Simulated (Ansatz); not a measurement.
Results of PBE0+SOC (Ansatz, a quantum-chemistry and plane-wave program, plane waves, PAW) for cubic perovskite CsPbCl3 (cubic high-temperature phase).

Settings: plane-wave cutoff 460 eV, 4×4×4 k mesh, Fermi–Dirac smearing 0.01 eV, PAW data made under PBE.

The cell has the measured lattice: a = 5.6050 Å, b = 5.6050 Å, c = 5.6050 Å, α = 90.00°, β = 90.00°, γ = 90.00°.

Task: Predict the band gap and direct gap at Γ.

Result: 
band gap: 1.93 eV (on the SCF k mesh) (direct)
direct gap at Γ: 7.86 eV

Note: held by symmetry at 0 K, a high-temperature phase can be a saddle point; cell and atoms aren't relaxed at this level (pressure 1.3 GPa).

The result took about 7 core-minutes (a rough figure).
